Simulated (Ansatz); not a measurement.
**KI under a change: Sb on a I site, symmetric start**

The reference is a 16-atom supercell of KI in the rock salt structure (space group Fm-3m, No. 225; a = 7.007 Å) at its relaxed geometry.

One thing is altered: one I atom is replaced by Sb, atoms relaxed at fixed cell.

All numbers come from Ansatz (a quantum-chemistry and plane-wave program) PBEsol, without spin-orbit coupling. Γ-centred 3×3×3 mesh, Fermi–Dirac width 0.01 eV.

The pressure hardly moves (0.0 GPa against 0.1 GPa) and the energy gained by relaxation comes out as 0.02 eV. The largest displacement of a host atom from its site in the perfect cell amounts to 0.05 Å and the mean distance from the defect site to its nearest host atoms rises by 0.05 Å (3.50 Å → 3.55 Å).

Final structure:

```xyz
16
Lattice="0.0000 7.0065 7.0065 7.0065 0.0000 7.0065 7.0065 7.0065 0.0000" Properties=species:S:1:pos:R:3 pbc="T T T"
Sb     0.0000     0.0000     0.0000
I      3.5033     3.5033     0.0000
I      3.5033     0.0000     3.5033
I      7.0065     3.5033     3.5033
I      0.0000     3.5033     3.5033
I      3.5033     7.0065     3.5033
I      3.5033     3.5033     7.0065
I      7.0065     7.0065     7.0065
K      3.5033     3.5033     3.5033
K      7.0065     7.0065     3.5549
K      7.0065     3.5549     7.0065
K     10.4582     7.0065     7.0065
K      3.5549     7.0065     7.0065
K      7.0065    10.4582     7.0065
K      7.0065     7.0065    10.4582
K     10.5098    10.5098    10.5098
```

The magnetic state is the one reached from the starting moments; the real material's order can differ, and small cells can't hold many antiferromagnetic ones. The cell is small, so the values are those of an ordered compound at a high defect concentration; dilute-limit values will differ. A case with no gap was solved on a k-mesh chosen for an insulator, which is coarse for it. The defect started on the symmetric site and kept its symmetry, so it may sit on a saddle. The defect cell is spin-polarised and ends with 2.0 μB.
